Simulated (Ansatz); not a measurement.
Ansatz (a program for electronic structure) run on Ir (Fm-3m, 1 atom in the cell): self-consistent single point.

Method of the run: PBE (plane waves, PAW; Ansatz).

The change in words: lattice scaled by 0.98. Reference geometry:
```
Ir
1.0
    0.00000     1.97051     1.97051
    1.97051     0.00000     1.97051
    1.97051     1.97051     0.00000
Ir
1
Cartesian
  0.00000   0.00000   0.00000
```

Reference input (self-consistent single point, DFT, PBE, plane waves, default PAW files): kpoints.mp_grid.grid = 12 12 12; hamiltonian.xc = pbe; hamiltonian.pseudopotentials = {kind: paw} (the program's default PAW files); scf.occupations.method = fermi_dirac; scf.occupations.width = 0.05 eV. This run's input differs from it in these lines:

```diff
@@ -2,5 +2,5 @@
   lattice:
-    - [0.00000000, 1.97051400, 1.97051400]
-    - [1.97051400, 0.00000000, 1.97051400]
-    - [1.97051400, 1.97051400, 0.00000000]
+    - [0.00000000, 1.93110400, 1.93110400]
+    - [1.93110400, 0.00000000, 1.93110400]
+    - [1.93110400, 1.93110400, 0.00000000]
   atoms:
```

Log, with long lists cut:

```
SCF iter   1: F=—  HF=-11935.328182 eV  |F-HF|=—  |Δ(HF+E_count)|=         —  Δρ=4.14e-3  dr2=3.69e-4  ethr=1.77e-3  ⟨swp⟩=5.1  Hψ=4793  notcnv=0
all-band conjugate gradients solve this SCF's bands
preconditioner: auto → none
SCF iter   2: F=—  HF=-11935.328818 eV  |F-HF|=—  |Δ(HF+E_count)|=   6.36e-4  Δρ=2.14e-3  dr2=9.82e-5  ethr=2.17e-6  ⟨swp⟩=2.1  Hψ=1891  notcnv=0
SCF iter   3: F=—  HF=-11935.329119 eV  |F-HF|=—  |Δ(HF+E_count)|=   3.01e-4  Δρ=2.22e-4  dr2=5.62e-6  ethr=5.77e-7  ⟨swp⟩=2.0  Hψ=1266  notcnv=0
SCF iter   4: F=—  HF=-11935.329118 eV  |F-HF|=—  |Δ(HF+E_count)|=   1.70e-6  Δρ=7.41e-5  dr2=2.53e-7  ethr=3.30e-8  ⟨swp⟩=2.2  Hψ=1199  notcnv=0
iter 5 did not close the SCF: its close was put off for the readings that it lacked (scf_convergence_deferred on its scf_iter line)
SCF iter   5: F=-11935.329117 eV  HF=-11935.329118 eV  |F-HF|=4.10e-8  |Δ(HF+E_count)|=   2.75e-8  Δρ=2.98e-5  dr2=8.01e-8  ethr=1.49e-9  ⟨swp⟩=1.8  Hψ=1280  notcnv=0
SCF iter   6: F=-11935.329118 eV  HF=-11935.329118 eV  |F-HF|=9.97e-10  |Δ(HF+E_count)|=   2.00e-8  Δρ=3.76e-6  dr2=1.54e-9  ethr=4.71e-10  ⟨swp⟩=2.3  Hψ=3061  notcnv=0
SCF 1 converged in 6 iterations: F = -11935.329118 eV  dr2 = 1.54e-9
Free energy (F): -11935.329118 eV
Internal energy: -11935.324215 eV  (E = F + TS)
E sigma→0 (E₀):  -11935.326666 eV
Entropy (-TS):   -0.004902 eV (-4.902 meV/atom)
Fermi energy:    25.279750 eV
--- Forces (eV/Å), atoms counted from 1 ---
  atom   1  Ir     0.00000000     0.00000000    -0.00000000
--- Stress (GPa, compression-positive) ---
        1.927943       0.000000      -0.000000
        0.000000       1.927943       0.000000
       -0.000000       0.000000       1.927943
  P = ⅓ Tr σ = 1.9279 GPa (19.279 kbar)
  The stress holds the Pulay correction. Without it, at fixed plane waves, as pw.x and ABINIT print it: P = 1.8454 GPa
```

The run converged in 6 iterations. Against the reference run the free energy drops by 44.9 meV/atom and the pressure goes from -16.72 to 1.93 GPa.

The starting cell comes from a database of computed structures (which also holds hypothetical and non-ambient phases and stackings), without a prior relaxation at this level. Its lattice was rescaled by a random factor within 2.5 % of one. For this run, on top of that: lattice scaled by 0.98. Spin polarisation is off. Ansatz's pressure includes its estimate of the finite-basis (Pulay) stress.

Keys are those of Ansatz 0.2.
